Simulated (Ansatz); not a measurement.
CeO2 in the fluorite structure (space group Fm-3m, No. 225)

```
CeO2
1.0
    0.00000     2.69928     2.69928
    2.69928     0.00000     2.69928
    2.69928     2.69928     0.00000
Ce O
1 2
Direct
  0.00000   0.00000   0.00000
  0.25000   0.25000   0.25000
  0.75000   0.75000   0.75000
```

The values are results of PBEsol (Ansatz, a quantum-chemistry and plane-wave program, PAW, no SOC), earlier PAW set, not measurements. Settings: 11×11×11 k-points, 0.05 eV Fermi–Dirac smearing.

| Item | Value |
|---|---|
| Volume per atom | 13.11 Å³ |
| Density | 7.27 g/cm³ |
| Band gap | 1.96 eV, indirect, a point along ⟨110⟩, about 0.9 Å⁻¹ from Γ → L |
| Lowest conduction-band minima above the VBM | L along ⟨111⟩ 1.96 eV; X along ⟨100⟩ 1.99 eV; a point along ⟨110⟩, about 1.1 Å⁻¹ from Γ 2.03 eV |
| Total energy | -2537.373 eV/atom (σ→0; compares only within this code and set-up) |

No phonon test of stability was made. Starting moments died away, wholly or in part, for the base; another magnetic solution may exist. All final runs are without spin polarisation.
